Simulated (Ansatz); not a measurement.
**W, response to strain**

Take W in the bcc (W type) structure (space group Im-3m, No. 229; relaxed with 0.1 eV smearing) as the base.

```
CELL_PARAMETERS angstrom
     -1.59190     1.59190     1.59190
      1.59190    -1.59190     1.59190
      1.59190     1.59190    -1.59190
ATOMIC_POSITIONS crystal
  W  0.00000 0.00000 0.00000
```

Strains are applied to the cell and any free atomic positions relax.

Calculations: Ansatz (a quantum-chemistry and plane-wave program), PBE, PAW, cutoff 420 eV, spin-orbit coupling left out.

Notes on the quantities. energy relative to the base: free energy F.

```
change                    volume per atom  energy relative to the base   pressure
------------------------  ---------------  ---------------------------  ---------
base                             16.14 Å³                   0 meV/atom    0.0 GPa
isotropic strain −3.00 %         14.73 Å³                +136 meV/atom   33.4 GPa
isotropic strain −2.50 %         14.96 Å³                 +93 meV/atom   26.9 GPa
isotropic strain −2.00 %         15.19 Å³                            ?          ?
isotropic strain −1.50 %         15.42 Å³                 +32 meV/atom   15.1 GPa
isotropic strain −0.50 %         15.90 Å³                +3.5 meV/atom    4.7 GPa
isotropic strain +0.50 %         16.38 Å³                            ?   -4.4 GPa
isotropic strain +1.00 %         16.63 Å³                 +13 meV/atom   -8.5 GPa
isotropic strain +2.00 %         17.12 Å³                 +52 meV/atom  -15.9 GPa
isotropic strain +3.00 %         17.63 Å³                +112 meV/atom  -22.3 GPa
```

Task: Some entries are withheld; estimate them.

Result: 
- isotropic strain −2.00 %, energy relative to the base: +59 meV/atom
- isotropic strain −2.00 %, pressure: 20.8 GPa
- isotropic strain +0.50 %, energy relative to the base: +3.4 meV/atom

Whether these cells are dynamically stable was not tested. The final runs are not spin-polarised.
